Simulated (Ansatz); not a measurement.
Si (P6_3/mmc), r2SCAN with spin-orbit coupling, rigid bands (Ansatz, an electronic-structure program): Condition of this run: biaxial stress in the c plane of -5.4 GPa (compression positive) (the target of the relaxation). band gap 0.54 eV, N_c = 2.78e19 cm⁻³ and N_v = 8.73e18 cm⁻³ at 300 K, conductivity masses along y (a = (3.93, 0.00, 0.00) Å; b = (-1.96, 3.40, 0.00) Å; c = (0.00, 0.00, 6.27) Å) of 0.208 mₑ (electrons) and 0.425 mₑ (holes). Take k_BT = 0.02585 eV.

### Question
What thermal injection velocity √(2k_BT/πm) limits a ballistic channel along the direction named?

### Answer
1.18e7 cm/s for electrons and 8.25e6 cm/s for holes, a ratio of √(m_h/m_e) = 1.43, for dilute carriers.

### Question
What built-in voltage has an abrupt junction with N_A = 1e16 and N_D = 1e18 cm⁻³, all dopants ionised?

### Answer
V_bi = E_g/e − (k_BT/e) ln(N_c N_v/(N_A N_D)) = 0.54 − 0.02585 × 10.10 = 0.28 V. It follows the computed gap one for one.

### Question
Find the intrinsic carrier density and the intrinsic Fermi level.

### Answer
n_i = √(N_c N_v) exp(−E_g/2k_BT) = 1.56e19 × exp(−10.44) = 4.5e14 cm⁻³. The level lies (k_BT/2) ln(N_v/N_c) = -15 meV from mid-gap (positive towards the conduction band). Each 0.1 eV added to the gap lowers n_i by a factor of 6.9.

Rigid, parabolic bands with the computed gap; masses take one relaxation time for all states. Geometry: cell and atoms relaxed with PBEsol.
